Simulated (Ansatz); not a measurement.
Take V in the diamond structure (space group Fd-3m, No. 227; a = 5.467 Å; ferromagnetic; a hypothetical phase, not in the database extracts checked) as the base.

(Cell as relaxed with PBE.)

Levels (all Ansatz, a first-principles code, PAW): PBE (420 eV, no spin-orbit coupling); PBEsol (420 eV, no spin-orbit coupling).

Each level relaxes its own structure.

```csv
base,PBE,PBEsol
volume per atom,20.43 Å³,19.27 Å³
lattice parameter a,5.467 Å,5.362 Å
band gap,zero,zero
largest site moment,1.45 μB,1.38 μB
```

The change: a hydrostatic pressure of 7.5 GPa.

```
quantity                                 PBE  PBEsol
-----------------------------  -------------  ------
largest site moment                  1.33 μB     [?]
magnetic state                 ferromagnetic     [?]
shortest interatomic distance        2.285 Å     [?]
```

What does PBEsol give?


- largest site moment, PBEsol: 0.00 μB
- magnetic state, PBEsol: non-magnetic
- shortest interatomic distance, PBEsol: 2.183 Å

PBE's largest site moment lies 1.33 μB above PBEsol's; they disagree on the magnetic state; PBE's shortest interatomic distance lies 0.102 Å above PBEsol's (4.7 %). Neither level is exact; PBEsol is the comparison here, not a measurement.

The magnetic state is the one reached from the starting moments; the real material's order can differ, and small cells can't hold many antiferromagnetic ones. Load acts through the strain it causes; cell and atoms are relaxed under it. No phonon test of stability was made. Competing high-pressure phases were not computed. Starting moments died away, wholly or in part, for pressure 7.5 GPa; another magnetic solution may exist.
